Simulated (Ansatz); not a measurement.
Structures of equal composition on the (100) surface of rock-salt TiC: Ta on all Ti sites of the second plane; Ta on all Ti sites of the top plane. The slabs share one bottom face, and each structure is named by its start. These are constructed structures in small cells; real faces may alloy, dewet or reconstruct in larger ones, and not all known structures of the face are among them. Slabs of about 13 Å, Fermi-Dirac smearing of 0.1 eV. Bottom of the slabs: a bare face, its two planes held. Relaxed from the named starts with such symmetry as they have, on meshes of like density; energies extrapolated to zero smearing; spin only where a row says so; no spin-orbit coupling, no U. Brackets mark spin-polarised runs, whose order is one that fits the cell.

All values below come from PBE (plane waves to 420 eV, PAW; Ansatz, a program for electronic structure).

Q: Rank these by energy per 1x1 cell (lowest first), as PBE gives it.

A: Ta on all Ti sites of the top plane (0.000 eV), Ta on all Ti sites of the second plane (0.180 eV)
